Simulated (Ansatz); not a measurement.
V_Hf+V_O in metastable polar orthorhombic HfO2 (the name describes the start): one set of geometries, relaxed with PBE, evaluated in Ansatz (PAW, plane waves to 420 eV, 500 eV under r2SCAN) with PBE, r2SCAN.

Set-up: 96-site cell; 2×2×2 shifted k-points; start: the Hf site; O(1) 2.04 Å away; no spin–orbit coupling; not converged in cell size; relaxed from one start, so a lower configuration may exist; flagged in the runs: a host whose relaxation on this sampling wasn't shown to rest, a strain field that reaches the edge of the cell.

| quantity | PBE | r2SCAN |
|---|---|---|
| host gap (eV) | 4.36 | [?] |
| neutral formation energy against hcp Hf, O2 molecule in a box (eV) | 14.58 | [?] |
| largest moment on one atom at charge 0 (μB) | 0.47 | [?] |

Q: Given the lower rungs, what does r2SCAN give?

A: 
- host gap (eV), r2SCAN: 4.88
- neutral formation energy against hcp Hf, O2 molecule in a box (eV), r2SCAN: 16.21
- largest moment on one atom at charge 0 (μB), r2SCAN: 0.53

Ansatz is a first-principles code.
